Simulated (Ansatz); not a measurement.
# BaTiO3, response to strain

Consider BaTiO3 in the cubic perovskite structure (space group Pm-3m, No. 221; a = 3.9346 Å). Axes: x, y, z lie along the cube axes.

Strains are applied to the cell and any free atomic positions relax.

The values are results of LDA/PAW in Ansatz (a program for electronic structure), no spin-orbit coupling, not measurements.

Notes on the quantities. energy relative to the base: free energy F.

| change | band gap | smallest direct gap | energy relative to the base |
|---|---|---|---|
| base | 1.83 eV | 1.87 eV | 0 meV/atom |
| uniaxial strain ε_zz = −3.00 % | 1.81 eV | 1.81 eV | +13 meV/atom |
| uniaxial strain ε_zz = −2.40 % | 1.81 eV | 1.83 eV | +8.3 meV/atom |
| uniaxial strain ε_zz = −1.20 % | 1.82 eV | 1.85 eV | +2.0 meV/atom |
| uniaxial strain ε_zz = −0.60 % | 1.83 eV | 1.86 eV | +0.5 meV/atom |

Stability against distortions was not tested. The final runs are not spin-polarised. Many cubic perovskites are stable only at high temperature; tilts and polar distortions were not tested. This is not the structure that BaTiO3 has at room temperature and ambient pressure.
